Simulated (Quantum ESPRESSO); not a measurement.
Worked example: self-consistent single point of Mo₃Os (Pm-3n, 8 atoms in the cell) in Quantum ESPRESSO.

Method: LDA (PZ), GBRV 1.5 ultrasoft (LDA) pseudopotentials (plane waves; Quantum ESPRESSO).

```
CELL_PARAMETERS angstrom
      4.97629     0.00000     0.00000
      0.00000     4.97629     0.00000
      0.00000     0.00000     4.97629
ATOMIC_POSITIONS crystal
  Mo 0.25000 0.00000 0.50000
  Mo 0.75000 0.00000 0.50000
  Mo 0.50000 0.75000 0.00000
  Mo 0.50000 0.25000 0.00000
  Mo 0.00000 0.50000 0.75000
  Mo 0.00000 0.50000 0.25000
  Os 0.00000 0.00000 0.00000
  Os 0.50000 0.50000 0.50000
```

Reference input (self-consistent single point, DFT, LDA (PZ), plane waves, GBRV 1.5 ultrasoft (LDA) pseudopotentials): ecutwfc = 40 Ry; ecutrho = 320 Ry; occupations = smearing; smearing = gauss; degauss = 0.0147 Ry; potentials = {Mo: mo_lda_v1.uspp.F.UPF, Os: os_lda_v1.2.uspp.F.UPF}; K_POINTS = automatic 5 5 5 0 0 0; conv_thr = 1e-10 Ry; mixing_beta = 0.5. This run's input differs from it in these lines:

```diff
@@ -36,3 +36,3 @@
 K_POINTS automatic
-5 5 5  0 0 0
+4 4 4  0 0 0
```

Log, with long lists cut:

```
     Self-consistent Calculation

     iteration #  1     ecut=    40.00 Ry     beta= 0.50

     Threshold (ethr) on eigenvalues was too large:
     Diagonalizing with lowered threshold

     negative rho (up, down):  3.176E-01 0.000E+00

     total energy              =   -1234.39897834 Ry
     estimated scf accuracy    <       0.61339412 Ry

     iteration #  2     ecut=    40.00 Ry     beta= 0.50

     negative rho (up, down):  3.250E-01 0.000E+00

     total energy              =   -1234.36342889 Ry
     estimated scf accuracy    <       0.53672755 Ry

     iteration #  3     ecut=    40.00 Ry     beta= 0.50

     negative rho (up, down):  3.226E-01 0.000E+00

     total energy              =   -1234.47796831 Ry
     estimated scf accuracy    <       0.47153251 Ry

   [... 9 blocks of this kind left out ...]

     iteration # 13     ecut=    40.00 Ry     beta= 0.50

     negative rho (up, down):  3.240E-01 0.000E+00

     total energy              =   -1234.52471283 Ry
     estimated scf accuracy    <          1.2E-10 Ry

     iteration # 14     ecut=    40.00 Ry     beta= 0.50

     negative rho (up, down):  3.240E-01 0.000E+00
     End of self-consistent calculation

     the Fermi energy is    21.8910 ev

!    total energy              =   -1234.52471283 Ry
     estimated scf accuracy    <          3.4E-11 Ry
     smearing contrib. (-TS)   =      -0.01377405 Ry
     internal energy E=F+TS    =   -1234.51093878 Ry

     convergence has been achieved in  14 iterations

     negative rho (up, down):  3.240E-01 0.000E+00

     Forces acting on atoms (cartesian axes, Ry/au):

     atom    1 type  1   force =     0.00000000    0.00000000    0.00000000
   [... zero for the other atoms too ...]

     Total force =     0.000000     Total SCF correction =     0.000000

     negative rho (up, down):  3.240E-01 0.000E+00
          total   stress  (Ry/bohr**3)                   (kbar)     P=     -102.40
  -0.00069613   0.00000000   0.00000000         -102.40        0.00        0.00
   0.00000000  -0.00069613   0.00000000            0.00     -102.40        0.00
   0.00000000   0.00000000  -0.00069613            0.00        0.00     -102.40

   JOB DONE.
```

The run converged in 14 iterations. Against the reference run the free energy goes up by 37.5 meV/atom and the pressure goes from -11.02 to -10.24 GPa.

The starting cell comes from a database of computed structures (which also holds hypothetical and non-ambient phases and stackings), without a prior relaxation at this level. Spin polarisation is off. With a pressure of about -10 GPa the cell is away from its equilibrium volume at this level.

Cost on one core of a shared machine: roughly 90 s.
